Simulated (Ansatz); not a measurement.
Surface energy of faces of hcp Sc in PBE and in r2SCAN, in Ansatz (plane waves, PAW). Symmetric slabs relaxed with PBE from ideal cuts in 1x1 cells (the lowest computed cut and spin start of each face; real faces may reconstruct in larger cells); r2SCAN values are single points on them, with the bulk at the same level. No spin-orbit coupling, no U.

```tsv
face	PBE (J/m²)	r2SCAN (J/m²)
(0001)	1.26	1.38
(10-10)	1.20	1.29
(10-11)	1.22	1.31
(10-12)	1.24	1.31
(11-20)	1.26	1.35
(11-21)	1.38	1.48
(11-22)	1.34	?
(20-21)	1.23	1.32
(21-30)	1.26	1.34
```

Task: Fit a straight line y = a·x + b by least squares to the 8 complete rows (x: PBE (J/m²); y: r2SCAN (J/m²)).

Result: the means are x̄ = 1.2563 and ȳ = 1.3475; Σ(x − x̄)² = 0.020787 and Σ(x − x̄)(y − ȳ) = 0.022425, so a = 1.079 and b = ȳ − a·x̄ = -0.008. The largest residual is 0.028.

Task: What does the line predict for the withheld row, (11-22), and what did the calculation give?

Result: the line gives 1.44; the calculation gave 1.43, a miss of -0.01, of the size of the fitted rows' scatter and rounding.

Ansatz is a quantum-chemistry and plane-wave program.
